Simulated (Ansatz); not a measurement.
# Al, response to strain

Take Al in the fcc (Cu type) structure (space group Fm-3m, No. 225; a = 3.992 Å; relaxed with 0.1 eV smearing) as the base. Axes: x, y, z lie along the cube axes.

Strains are applied to the cell and any free atomic positions relax; under stress the whole cell relaxes.

Computed with r2SCAN (Ansatz, a first-principles code; PAW; 500 eV plane waves; spin-orbit coupling left out), earlier PAW set.

Candidates:
(a) strain tensor (xx, yy, zz, yz, xz, xy) = (+1.52, +0.77, −0.87, −0.93, +1.02, +0.19) %
(b) uniaxial strain ε_xx = +1.24 %
(c) isotropic strain −1.09 %
(d) uniaxial stress, 2 GPa compression along x

Notes on the quantities. energy relative to the base: free energy F.

**Question.** Order them by energy relative to the base, highest first.

**Answer.** (c) isotropic strain −1.09 % (+5.1 meV/atom), (a) strain tensor (xx, yy, zz, yz, xz, xy) = (+1.52, +0.77, −0.87, −0.93, +1.02, +0.19) % (+3.3 meV/atom), (d) uniaxial stress, 2 GPa compression along x (+1.9 meV/atom), (b) uniaxial strain ε_xx = +1.24 % (+1.0 meV/atom)

Stability under load was not tested beyond the relaxation.
